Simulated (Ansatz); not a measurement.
The parent structure is Cr in the bcc (W type) structure (space group Im-3m, No. 229; a = 2.848 Å; non-magnetic).

All numbers come from PBE in Ansatz (plane waves to 420 eV, PAW, without spin-orbit coupling).

Base values:

The lattice parameter a is 2.848 Å.

One thing is altered: full substitution Cr → Fe, then cell and atoms are relaxed.

Tabulated Pauling electronegativity and covalent radius: Cr 1.66, 1.39 Å; Fe 1.83, 1.32 Å.

Question: How does this affect the lattice parameter a?

Answer: The lattice parameter a drops by 0.016 Å to 2.832 Å.

The magnetic state is the one reached from the starting moments; the real material's order can differ, and small cells can't hold many antiferromagnetic ones. Stability against distortions was not tested. Seeded moments were not kept for the base. Spin-polarised in the final run: Fe; the other runs are not. Real Cr is antiferromagnetic at low temperature and ambient pressure, an order that this cell doesn't hold.

Ansatz is a quantum-chemistry and plane-wave program.
